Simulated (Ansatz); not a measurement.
Reference: CaC2 (I4/mmm), PBEsol, rigid bands (plane waves, PAW, scalar-relativistic; Ansatz, a program for electronic structure); geometry: cell and atoms relaxed with PBEsol.

```xyz
3
Lattice="-1.9100 1.9100 3.1692 1.9100 -1.9100 3.1692 1.9100 1.9100 -3.1692" Properties=species:S:1:pos:R:3 pbc="T T T"
Ca     0.0000     0.0000     0.0000
C      0.0000     0.0000     3.7990
C      0.0000     0.0000     2.5393
```

| Property | Value |
|---|---|
| band gap | 1.05 eV |
| electron conductivity mass | 0.44 mₑ |
| hole conductivity mass | 2.6 mₑ |
| Seebeck coefficient, n-type 1e19 cm⁻³ | -276 μV/K |

Q: Replace Ca by Sr on the same sites and relax. What happens?

A: SrC2 (I4/mmm): volume per atom 15.4 to 18.4 Å³; band gap rises (1.05 eV to 1.42 eV); electron conductivity mass rises (0.44 mₑ to 0.47 mₑ); hole conductivity mass rises (2.6 mₑ to 2.8 mₑ); Seebeck coefficient, n-type 1e19 cm⁻³ stays about the same (-276 μV/K to -281 μV/K).

Q: Swap C for O, keeping the structure type. How do these values move?

A: CaO2 (I4/mmm): volume per atom 15.4 to 11.9 Å³; band gap rises (1.05 eV to 2.98 eV); electron conductivity mass rises (0.44 mₑ to 1.34 mₑ); hole conductivity mass falls (2.6 mₑ to 2.0 mₑ); Seebeck coefficient, n-type 1e19 cm⁻³ rises in size (-276 μV/K to -454 μV/K).

Moves up to 5 % count as about the same. Masses are for dilute carriers at 300 K, harmonic means over directions unless an axis is named. Seebeck coefficients are for the stated density at 300 K, with one relaxation time for all states and whether or not that doping can be reached. Spin-orbit coupling is left out.

Formula and space group known from diffraction (Crystallography Open Database), not checked to be the room-temperature form: SrC2 (I4/mmm). Computed structure with no diffraction record at hand here (it may be known, metastable or hypothetical): CaC2 (I4/mmm), CaO2 (I4/mmm).
